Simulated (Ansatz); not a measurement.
**CdF2: pressure series**

Base system: CdF2 in the fluorite structure (space group Fm-3m, No. 225; a = 5.481 Å).

Cell and atoms are relaxed at each pressure.

Calculations: Ansatz (a first-principles code) PBE, no SOC.

Two rows of this table had their results exchanged by mistake.

```
pressure          volume per atom (Å³)  shortest distance (Å)  band gap
----------------  --------------------  ---------------------  --------
pressure −2 GPa                  14.04                  2.391   2.83 eV
pressure −1 GPa                  11.25                  2.221   3.64 eV
pressure 0.9 GPa                 13.60                  2.366   2.95 eV
pressure 2.1 GPa                 13.44                  2.357   2.99 eV
pressure 4.5 GPa                 13.14                  2.340   3.07 eV
pressure 9 GPa                   12.68                  2.311   3.20 eV
pressure 15 GPa                  12.17                  2.280   3.35 eV
pressure 30 GPa                  13.88                  2.382   2.88 eV
```

Problem. Which two?

Solution. The rows for pressure −1 GPa and pressure 30 GPa: the volume has to fall steadily with pressure, so 13.88 Å³ belongs to pressure −1 GPa and 11.25 Å³ to pressure 30 GPa.

Load acts through the strain it causes; cell and atoms are relaxed under it. Stability against distortions was not tested. No other phases were tried under pressure.
